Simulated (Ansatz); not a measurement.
Ansatz (an electronic-structure program) run on SnSe₂ (P3m1, 3 atoms in the cell): self-consistent single point.

Method of the run: LDA (PW92), PAW files made with PBE (plane waves; Ansatz).

```xyz
3
Lattice="1.8993 -3.2897 0.0000 1.8993 3.2897 0.0000 0.0000 0.0000 6.1216" Properties=species:S:1:pos:R:3 pbc="T T T"
Sn     0.0000     0.0000     0.0500
Se     1.8993     1.0966     1.5304
Se     1.8993    -1.0966     4.5912
```

Reference input (self-consistent single point, DFT, LDA (PW92), plane waves, PAW files made with PBE): basis.ecutwfc = 420 eV; kpoints.mp_grid.grid = 8 8 4; hamiltonian.xc = lda; hamiltonian.pseudopotentials = {kind: paw} (the program's default PAW files); scf.occupations.method = fermi_dirac; scf.occupations.width = 0.05 eV. This run's input differs from it in these lines:

Ansatz 0.2 input:
```diff
@@ -13,3 +13,3 @@
 kpoints:
-  mp_grid: { grid: [8, 8, 4] }
+  mp_grid: { grid: [14, 14, 8] }
 hamiltonian:
```

Output (repeated stretches shortened):

```
SCF iter   1: F=—  HF=-16647.486862 eV  |F-HF|=—  |Δ(HF+E_count)|=         —  Δρ=3.11e-2  dr2=1.53e0  ethr=3.10e-3  ⟨swp⟩=6.8  Hψ=21290  notcnv=0
all-band conjugate gradients solve this SCF's bands
preconditioner: auto → Resta (q_TF=auto, 2.507 Å⁻¹)
SCF iter   2: F=—  HF=-16647.124400 eV  |F-HF|=—  |Δ(HF+E_count)|=   3.62e-1  Δρ=1.55e-2  dr2=2.31e-1  ethr=3.10e-3  ⟨swp⟩=2.2  Hψ=6886  notcnv=0  defer=73
   [... lines left out ...]
SCF iter   5: F=—  HF=-16647.051155 eV  |F-HF|=—  |Δ(HF+E_count)|=   2.25e-4  Δρ=4.06e-4  dr2=1.18e-4  ethr=1.99e-6  ⟨swp⟩=2.0  Hψ=8495  notcnv=0  defer=73
SCF iter   6: F=—  HF=-16647.051197 eV  |F-HF|=—  |Δ(HF+E_count)|=   4.19e-5  Δρ=1.01e-4  dr2=8.59e-6  ethr=2.57e-7  ⟨swp⟩=2.4  Hψ=8203  notcnv=0  defer=73
SCF iter   7: F=—  HF=-16647.051201 eV  |F-HF|=—  |Δ(HF+E_count)|=   4.78e-6  Δρ=2.69e-5  dr2=5.19e-7  ethr=1.87e-8  ⟨swp⟩=2.0  Hψ=7861  notcnv=0  defer=73
SCF iter   8: F=-16647.051202 eV  HF=-16647.051202 eV  |F-HF|=6.93e-8  |Δ(HF+E_count)|=   4.40e-7  Δρ=7.53e-6  dr2=9.21e-8  ethr=2.17e-10  ⟨swp⟩=8.3  Hψ=23188  notcnv=0
SCF 1 converged in 8 iterations: F = -16647.051202 eV  dr2 = 9.21e-8
Free energy (F): -16647.051202 eV
Internal energy: -16647.051131 eV  (E = F + TS)
E sigma→0 (E₀):  -16647.051167 eV
Entropy (-TS):   -0.000070 eV (-0.023 meV/atom)
Fermi energy:    8.062718 eV
--- Forces (eV/Å), atoms counted from 1 ---
  atom   1  Sn     0.00000000     0.00000000    -0.78705264
  atom   2  Se    -0.00000000    -0.00000000     0.89836842
  atom   3  Se     0.00000000     0.00000000    -0.11140949
--- Stress (GPa, compression-positive) ---
        0.807584       0.000000       0.000000
        0.000000       0.807584       0.000000
        0.000000       0.000000       2.090067
  P = ⅓ Tr σ = 1.2351 GPa (12.351 kbar)
  The stress holds the Pulay correction. Without it, at fixed plane waves, as pw.x and ABINIT print it: P = 1.2177 GPa
```

The run converged in 8 iterations. Against the reference run the free energy is nearly the same (within 1 meV/atom), the pressure stays at 1.24 GPa, the largest force stays at 0.898 eV/Å and the gap on the mesh goes from 0.680 to 0.572 eV.

The starting cell has typed, rounded lattice constants, without a prior relaxation at this level. Its lattice was rescaled by up to half a per cent. One atom was moved a little off its site on purpose. Ansatz's pressure includes its estimate of the finite-basis (Pulay) stress.
